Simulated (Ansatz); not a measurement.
Results of PBEsol (PAW; Ansatz, an electronic-structure program) for TiAl2 (model structure, started from the RuAl2 type, Fddd, No. 70, 6 atoms in the cell).

Run with plane-wave cutoff 520 eV, 14×14×14 k mesh, Fermi–Dirac smearing 0.05 eV, no spin polarisation, scalar-relativistic PAW data made under PBE.

Cell (relaxed at this level):

```cif
data_Al4Ti2
_chemical_formula_sum 'Al4 Ti2'
_space_group_name_H-M_alt 'P 1'
_space_group_IT_number 1
_cell_length_a 6.16616
_cell_length_b 5.31227
_cell_length_c 4.81313
_cell_angle_alpha 74.850
_cell_angle_beta 56.261
_cell_angle_gamma 48.889
loop_
_space_group_symop_operation_xyz
  'x, y, z'
loop_
_atom_site_label
_atom_site_type_symbol
_atom_site_fract_x
_atom_site_fract_y
_atom_site_fract_z
_atom_site_occupancy
Al1 Al 0.08379 0.41621 0.08379 1
Al2 Al 0.41621 0.08379 0.41621 1
Al3 Al 0.16621 0.83379 0.16621 1
Al4 Al 0.83379 0.16621 0.83379 1
Ti1 Ti 0.75000 0.75000 0.75000 1
Ti2 Ti 0.50000 0.50000 0.50000 1
```

Problem. Estimate the bulk modulus that the calculation returns.

Solution. 
* **bulk modulus**: 101 GPa

Note: the run has no spin polarisation, so it can have missed a magnetic state; the bulk modulus is −V dP/dV from two relaxed cells at ±2 % in volume; the relaxation could raise the start's symmetry but not lower it, so the cell can be a saddle point.

The computed numbers hold no vibrational or temperature effects.

The result took roughly 16 core-minutes.

A model structure was made by putting elements into a prototype or built by hand; it is no filed structure, need not be a known phase, and can be a saddle point held by its symmetry.
